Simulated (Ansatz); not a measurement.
Base system: ScTlO$_{2}$ (space group R-3m, No. 166; a = 3.216 Å, c = 19.124 Å (hexagonal axes); a model cell, its experimental status unchecked).

Method: PBEsol, PAW, 420 eV (Ansatz, a first-principles code; scalar-relativistic without spin-orbit coupling).

For the base:

| Property | Value |
|---|---|
| Lattice parameter a | 321.6 pm |
| Gap character | indirect, T → F |
| c/a ratio | 5.946 |
| Band gap | 0.81 eV |

Modification: a negative pressure, −2 GPa.

Task: What happens to the lattice parameter a?

Result: The lattice parameter a grows by 1.84 pm to 323.5 pm.

Task: How does this affect the gap character?

Result: The gap character stays indirect, T → F.

Task: What happens to the c/a ratio?

Result: The c/a ratio rises by 0.009, from 5.946 to 5.955.

Task: Predict the new band gap.

Result: The band gap decreases by 0.03 eV (0.81 eV → 0.78 eV).

Spin-orbit coupling, missing from the scalar runs, can matter with Tl. Load acts through the strain it causes; cell and atoms are relaxed under it. No phonon test of stability was made. All final runs are without spin polarisation.
